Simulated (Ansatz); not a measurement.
# BN under a change: uniaxial strain ε_zz = +3.00 %

Take BN in the wurtzite structure (space group P6_3mc, No. 186; a = 2.555 Å, c = 4.225 Å) as the base. Axes: x lies along a and z along c of the hexagonal cell.

The change: the cell is stretched by 3.00 % along z with no lateral relaxation, atoms relaxed at fixed cell.

All numbers come from PBE (Ansatz, a program for electronic structure), no spin-orbit coupling. Γ-centred 15×15×8 mesh, Fermi–Dirac width 0.05 eV.

The volume per atom grows by 0.18 Å³ to 6.15 Å³ and the shortest interatomic distance rises by 0.004 Å to 1.571 Å. The energy rises by 16 meV/atom and the band gap rises by 0.016 eV (5.23 eV → 5.24 eV). The gap character remains indirect, Γ → K and the smallest direct gap decreases by 0.839 eV (8.23 eV → 7.40 eV). The width of the top valence band decreases by 0.28 eV, from 5.37 eV to 5.09 eV and the electron mass goes from 0.31 mₑ along c, 0.51 mₑ across (at K) to 0.32 mₑ along z, 0.51 mₑ across (at K). The valence-band top at Γ (three highest levels, from the VBM) becomes 0.00, 0.00, -0.29 eV (base: 0.00, 0.00, -0.26 eV) and the stress (xx, yy, zz, yz, xz, xy; compression positive) comes out as (-1.53, -1.53, -26.71, 0.00, 0.00, 0.00) GPa.

Final structure:

```yaml
crystal:
  lattice:
    - [2.55452, 0.00000, 0.00000]
    - [-1.27726, 2.21228, 0.00000]
    - [0.00000, 0.00000, 4.35129]
  atoms:
    - { symbol: B, position: [0.33333, 0.66667, 0.99963] }
    - { symbol: B, position: [0.66667, 0.33333, 0.49963] }
    - { symbol: N, position: [0.33333, 0.66667, 0.37537] }
    - { symbol: N, position: [0.66667, 0.33333, 0.87537] }
```

Cost of the whole job for the changed cell (relaxation, final SCF and bands): roughly 16 core-seconds.

Masses are band curvatures over ±0.01 Å⁻¹ around the edge. Whether these cells are dynamically stable was not tested.
